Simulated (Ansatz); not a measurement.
**AlCo: response to strain**

Consider AlCo in the CsCl type structure (space group Pm-3m, No. 221; a = 2.8240 Å; weakly magnetic (sensitive to the mesh); relaxed with 0.1 eV smearing). Axes: x, y, z lie along the cube axes.

Strains are applied to the cell and any free atomic positions relax; under biaxial strain the out-of-plane vector relaxes too; under stress the whole cell relaxes.

All numbers come from r2SCAN (Ansatz, a program for electronic structure), scalar-relativistic without spin-orbit coupling, earlier PAW set.

Candidates:
(a) isotropic strain +1.28 %
(b) uniaxial stress, 0.5 GPa tension along z
(c) biaxial strain −1.31 %, plane normal [001], relaxed out of plane
(d) isotropic strain −0.98 %

Notes on the quantities. energy relative to the base: free energy F.

Task: Order them by energy relative to the base, highest first.

Result: (a) isotropic strain +1.28 % (+9.6 meV/atom), (d) isotropic strain −0.98 % (+6.0 meV/atom), (c) biaxial strain −1.31 %, plane normal [001], relaxed out of plane (+3.6 meV/atom), (b) uniaxial stress, 0.5 GPa tension along z (0.0 meV/atom)

The magnetic state is the one reached from the starting moments; the real material's order can differ, and small cells can't hold many antiferromagnetic ones. Beyond what the load breaks, stability against distortions was not tested. Seeded moments were not kept for the base and isotropic strain −0.98 %.
